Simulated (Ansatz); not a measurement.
C in the graphite type structure (space group P6_3/mmc, No. 194; layered, stacked along the Cartesian z axis)

```
C
1.0
    2.45536     0.00000     0.00000
   -1.22768     2.12640     0.00000
    0.00000     0.00000     6.67065
C
4
Direct
  0.00000   0.00000   0.25000
  0.00000   0.00000   0.75000
  0.33333   0.66667   0.25000
  0.66667   0.33333   0.75000
```

All numbers come from Ansatz (a first-principles code) r2SCAN+rVV10, no SOC. Γ-centred 15×15×5 mesh, Fermi–Dirac width 0.05 eV.

The volume per atom is 8.71 Å³. The density is 2.29 g/cm³. The band gap comes out as zero and the total energy is -251.497 eV/atom (σ→0; compares only within this code and set-up).

Whether these cells are dynamically stable was not tested.
